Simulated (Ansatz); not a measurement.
Take Ga2O3 in the corundum structure (space group R-3c, No. 167; a = 5.0577 Å, c = 13.6230 Å (hexagonal axes)) as the base. Axes: x lies along a and z along c of the hexagonal cell.

Structures relaxed with DFT with PBE, PAW potentials and a 420 eV plane-wave cutoff in Ansatz (an electronic-structure program), no spin-orbit coupling.

Base:

Simulated powder pattern, Cu Kα, λ = 1.54184 Å (kinematic, ideal powder, no thermal factors, no anomalous dispersion; the 10 strongest lines at most, above 2 %, up to 2θ = 90°):

| 2θ (°) | I/Imax (%) | hkl |
|---|---|---|
| 24.16 | 25 | (012) |
| 33.32 | 100 | (104) |
| 35.50 | 82 | (110) |
| 40.84 | 12 | (113) |
| 49.48 | 40 | (024) |
| 54.30 | 43 | (116) |
| 62.37 | 36 | (214) |
| 63.74 | 31 | (300) |
| 72.69 | 13 | (1 0 10) |
| 84.72 | 12 | (134) |

It is then changed as follows: biaxial strain −3.00 %, plane normal [001], relaxed out of plane (Cartesian); in-plane vectors clamped, the third vector and the atoms free.

How do the reflections move or split?


Simulated powder pattern, Cu Kα, λ = 1.54184 Å (kinematic, ideal powder, no thermal factors, no anomalous dispersion; the 10 strongest lines at most, above 2 %, up to 2θ = 90°):

```csv
2θ (°),I/Imax (%),hkl
24.55,30,(012)
33.27,100,(104)
36.63,80,(110)
41.64,12,(113)
50.32,38,(024)
54.42,52,(116)
63.83,34,(214)
65.96,30,(300)
71.27,15,(1 0 10)
87.37,11,(134)
```

The indices refer to the base's conventional cell; one index is shown for lines that coincide.

Stability against distortions was not tested.
